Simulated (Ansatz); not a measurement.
Consider SiO2 in the rutile structure (space group P4_2/mnm, No. 136; a = 4.1945 Å, c = 2.6785 Å). Axes: x, y, z lie along a, b, c of the conventional cell.

Method: PBEsol (Ansatz, a program for electronic structure, PAW, scalar-relativistic without spin-orbit coupling).

Modification: the cell is scaled by 1.0120 in all directions; the atoms relax in the strained cell.

### Question
Predict the stress tensor and what it implies for the stiffness.

### Answer
Stress of the strained cell less that of the base (GPa, compression positive):
```
  -8.69    0.00    0.00
   0.00   -8.69    0.00
   0.00    0.00  -12.20
```

Then B = −ΔP/(ΔV/V₀) with ΔV/V₀ = 0.0364 gives secant stiffness values (nonlinear terms included at this strain): B (at held cell shape, above the free-shape value) ≈ 271 GPa.

As a check, the harmonic strain energy −½ V₀ Δσ:ε is 8.7 meV/atom; the computed energy rise is 9.1 meV/atom.

Stability against distortions was not tested.
